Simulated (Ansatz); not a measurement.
## Relaxation of cell and atoms of Rh₂CuTe₄ (Fd-3m, 14 atoms in the cell) at several settings

```
CELL_PARAMETERS angstrom
      0.00000     5.42845     5.42845
      5.42845     0.00000     5.42845
      5.42845     5.42845     0.00000
ATOMIC_POSITIONS crystal
  Rh 0.12500 0.12500 0.12500
  Rh 0.62500 0.12500 0.12500
  Rh 0.12500 0.62500 0.12500
  Rh 0.12500 0.12500 0.62500
  Cu 0.75000 0.75000 0.75000
  Cu 0.50000 0.50000 0.50000
  Te 0.36260 0.36260 0.36260
  Te 0.91220 0.36260 0.36260
  Te 0.36260 0.91220 0.36260
  Te 0.36260 0.36260 0.91220
  Te 0.88740 0.88740 0.88740
  Te 0.33780 0.88740 0.88740
  Te 0.88740 0.33780 0.88740
  Te 0.88740 0.88740 0.33780
```

Base: PBE in Ansatz (a first-principles code). Its settings: basis.ecutwfc = 420 eV; kpoints.mp_grid.grid = 3 3 3; hamiltonian.xc = pbe; hamiltonian.pseudopotentials = {kind: paw} (the program's default PAW files); scf.occupations.method = fermi_dirac; scf.occupations.width = 0.1 eV. Starting volume 22.85 Å³ per atom.

Each line gives the change from the base single point and the result:

- hamiltonian.dispersion: default → d3bj; relax: default → cell and atoms [DFT, PBE-D3BJ, plane waves, default PAW files]: pressure -0.01 GPa; final cell a = 7.743 Å, b = 7.743 Å, c = 7.743 Å, α = 60.00°, β = 60.00°, γ = 60.00°; final volume per atom 23.45 Å³; relaxation steps 6.
- relax: default → cell and atoms; relax.cell.p_target: default → 5 GPa: pressure 4.96 GPa; largest force (vector length) 0.007 eV/Å; final cell a = b = c = 7.704 Å, α = β = γ = 60.00°; final volume per atom 23.10 Å³; relaxation steps 5; free energy against the base single point -31.4 meV/atom.

The starting cell was generated: these elements placed on a structure prototype, without a prior relaxation; it need not be a known phase or ordering of this composition. Its lattice was rescaled by a random factor within 2.5 % of one. Spin polarisation is off. In the base run, forces exceed 1 eV/Å. Ansatz's pressure includes its estimate of the finite-basis (Pulay) stress.

Left out of this page: 1 run of the series outside the window shown, repeating another row's setting, or not comparable.

Keys are those of Ansatz 0.2.
